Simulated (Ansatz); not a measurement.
Take MgTe in the zinc blende structure (space group F-43m, No. 216) as the base.

```yaml
crystal:
  lattice:
    - [0.00000, 3.25469, 3.25469]
    - [3.25469, 0.00000, 3.25469]
    - [3.25469, 3.25469, 0.00000]
  atoms:
    - { symbol: Mg, position: [0.00000, 0.00000, 0.00000] }
    - { symbol: Te, position: [0.25000, 0.25000, 0.25000] }
```

Cartesian axes are those of the cell as printed.

The values are results of PBE (Ansatz, a first-principles code), no spin-orbit coupling, not measurements.

Modification: the cell is scaled by 0.9800 in all directions; the atoms relax in the strained cell.

Predict the stress tensor and what it implies for the stiffness.

Stress of the strained cell less that of the base (GPa, compression positive):
```
   2.33    0.00    0.00
   0.00    2.33    0.00
   0.00    0.00    2.33
```

Then B = −ΔP/(ΔV/V₀) with ΔV/V₀ = -0.0588 gives secant stiffness values (nonlinear terms included at this strain): B ≈ 40 GPa.

As a check, the harmonic strain energy −½ V₀ Δσ:ε is 15 meV/atom; the computed energy rise is 14 meV/atom.

Stability against distortions was not tested.
